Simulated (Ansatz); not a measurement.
For AuIn₂ (Fm-3m, No. 225, 3 atoms in the cell; start mp-22154), PBEsol in Ansatz (plane waves, PAW) gives:

| Property | Value |
|---|---|
| equilibrium lattice constant a | 6.540 Å |
| bulk modulus B0 | 67.8 GPa |
| cohesive energy | 3.31 eV/atom |

**Question.** What does r²SCAN in Ansatz (PAW) give for the same quantities?

**Answer.** 
- lattice constant a: 6.571 Å (grows by 0.5 %)
- bulk modulus: 65.9 GPa (shrinks by 2.8 %)
- cohesive energy: 3.05 eV/atom (shrinks by 0.26 eV/atom)

Changes are worked out from the printed values.

Unless a cell is named, each level is at its own relaxed cell (PBEsol 23.31, r²SCAN 23.65 Å³/atom).

Levels without +SOC leave out spin–orbit coupling, which shifts energies and cells of such heavy elements.

Caveats: the bulk modulus is −V dP/dV from two relaxed cells at ±2 % in volume (PBEsol, r²SCAN); the relaxation could not lower the start's symmetry, so the cell can be a saddle point above a distorted one (PBEsol, r²SCAN). Ansatz's density-functional and Hartree–Fock values are scalar-relativistic unless marked +SOC, with PAW data made under PBE.

A start named mp-… is a Materials Project structure, which need not be a measured phase.

Ansatz is an electronic-structure program.
